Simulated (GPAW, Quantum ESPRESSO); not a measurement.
A Quantum ESPRESSO input for a self-consistent single point of Bi (R-3m, 2 atoms in the cell) (DFT, PBE, plane waves, PseudoDojo standard norm-conserving (PBE) pseudopotentials):

```fortran
&CONTROL
  calculation = 'scf'
  prefix = 'scf'
  outdir = './out'
  pseudo_dir = './'
  tprnfor = .true.
  tstress = .true.
/
&SYSTEM
  ibrav = 0
  nat = 2
  ntyp = 1
  ecutwfc = 70
  occupations = 'smearing'
  smearing = 'fd'
  degauss = 0.0073499
/
&ELECTRONS
  conv_thr = 1.0d-10
  mixing_beta = 0.3
/
ATOMIC_SPECIES
Bi   208.9804  Bi.upf
CELL_PARAMETERS {angstrom}
   4.082503168    -2.229499950    -0.000000144
   4.082503168     2.229499950    -0.000000144
   2.864948816     0.000000000     3.664637830
ATOMIC_POSITIONS {alat}
Bi    0.554863353    0.000000000    0.184350076
Bi    1.816347558    0.000000000    0.603470763
K_POINTS {automatic}
6 6 6  0 0 0
```

**Question.** Translate this input to GPAW.

**Answer.** One input that does it (others would too):

```python
from ase import Atoms
from ase.units import GPa
from gpaw import GPAW

atoms = Atoms(['Bi', 'Bi'],
              cell=[[4.082503, -2.229500, 0.000000],
                    [4.082503, 2.229500, 0.000000],
                    [2.864949, 0.000000, 3.664638]],
              scaled_positions=[[0.234000, 0.234000, 0.234000],
                                [0.766000, 0.766000, 0.766000]],
              pbc=True)

calc = GPAW(mode={'name': 'pw', 'ecut': 550},
            xc='PBE',
            kpts={'size': (6, 6, 6), 'gamma': True},
            occupations={'name': 'fermi-dirac', 'width': 0.1},
            nbands=-6,
            convergence={'forces': 0.001},
            symmetry={'symmorphic': False, 'tolerance': 0.0005},
            maxiter=120,
            txt='-')

atoms.calc = calc

energy = atoms.get_potential_energy()
print('Energy (eV):', round(energy, 6))
forces = atoms.get_forces()
print('Forces (eV/Ang):')
print(forces.round(5))
stress = atoms.get_stress()
print('Stress (GPa, Voigt):', (stress / GPa).round(4))
```

Basis, cutoffs, solver keys and any potentials are the target program's own. This input uses DFT PBE, plane waves, GPAW PAW datasets PBE (gpaw-data 1.0.1).

The starting cell has typed, rounded lattice constants, without a prior relaxation at this level. For this run, on top of that: lattice scaled by 0.98.
